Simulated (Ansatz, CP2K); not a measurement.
# LuBi₂ClO₄ (P1, 8 atoms in the cell) computed with different codes at matched settings

Self-consistent single point, at a second geometry (atoms moved at random). First geometry:

```yaml
crystal:
  lattice:
    - [3.85715, 0.00000, 0.00000]
    - [0.00000, 3.85715, 0.00000]
    - [0.00000, 0.00000, 9.01524]
  atoms:
    - { symbol: Lu, position: [0.00000, 0.00000, 0.00000] }
    - { symbol: Bi, position: [0.50000, 0.50000, 0.27571] }
    - { symbol: Bi, position: [0.50000, 0.50000, 0.72429] }
    - { symbol: Cl, position: [0.00000, 0.00000, 0.50000] }
    - { symbol: O, position: [0.50000, 0.00000, 0.85157] }
    - { symbol: O, position: [0.50000, 0.00000, 0.14843] }
    - { symbol: O, position: [0.00000, 0.50000, 0.85157] }
    - { symbol: O, position: [0.00000, 0.50000, 0.14843] }
```

Second geometry:
```xyz
8
Lattice="3.8571 0.0000 0.0000 0.0000 3.8571 0.0000 0.0000 0.0000 9.0152" Properties=species:S:1:pos:R:3 pbc="T T T"
Lu     0.0365    -0.0022     0.0164
Bi     1.9349     1.9040     2.4722
Bi     1.8977     1.9329     6.5139
Cl     0.0134    -0.0124     4.5172
O      1.9419     0.0280     7.6514
O      1.9689     0.0160     1.3087
O     -0.0150     1.9364     7.6890
O     -0.0641     1.9117     1.3846
```

Shared settings, as Ansatz (a quantum-chemistry and plane-wave program) writes them: kpoints.mp_grid.grid = 7 7 3; scf.occupations.method = fixed. Potentials and cutoffs stand in the table.

```json
[
 {"code": "CP2K", "model": "LDA (Pade form), GPW, DZVP-MOLOPT-SR-GTH basis, GTH-PADE potentials (GTH_POTENTIALS)", "ΔF from the first geometry (meV/atom)": "9.9", "pressure (GPa)": "-5.47", "largest force (eV/Å)": "1.072", "gap on the mesh (eV)": "1.108", "cutoff": "grid 500 Ry"},
 {"code": "Ansatz", "model": "LDA (PW92), default PAW files made with PBE", "ΔF from the first geometry (meV/atom)": "8.6", "pressure (GPa)": "-7.49", "largest force (eV/Å)": "0.907", "gap on the mesh (eV)": "1.266", "cutoff": "default"}
]
```

Size of the force on each atom (eV/Å): Sizes of forces hide their directions.

```json
[
 {"code": "CP2K", "Lu1": "0.468", "Bi2": "0.390", "Bi3": "0.477", "Cl4": "0.076", "O5": "0.334", "O6": "0.568", "O7": "0.249", "O8": "1.072"},
 {"code": "Ansatz", "Lu1": "0.467", "Bi2": "0.340", "Bi3": "0.864", "Cl4": "0.072", "O5": "0.242", "O6": "0.616", "O7": "0.211", "O8": "0.907"}
]
```

Gaps are read on the mesh.

On Ansatz's run: spin-orbit coupling is off.

The spread over the programs that give each value: ΔF from the first geometry within 1.3 meV/atom; pressure within 2.02 GPa; largest force within 0.165 eV/Å; gap on the mesh within 0.158 eV.

CP2K uses small atom-centred bases, whose incompleteness enters pressures, forces and empty levels differently from a plane-wave cutoff. Ansatz's pressure is given at a fixed set of plane waves, as the other plane-wave codes print theirs; with its correction for the finite basis it is -6.96 GPa (the shift of 0.53 GPa shows how far the cutoff is from converged).

The starting cell comes from a database of computed structures (which also holds hypothetical and non-ambient phases and stackings), without a prior relaxation at this level. For this run, on top of that: atoms moved at random.

Keys are those of Ansatz 0.2.
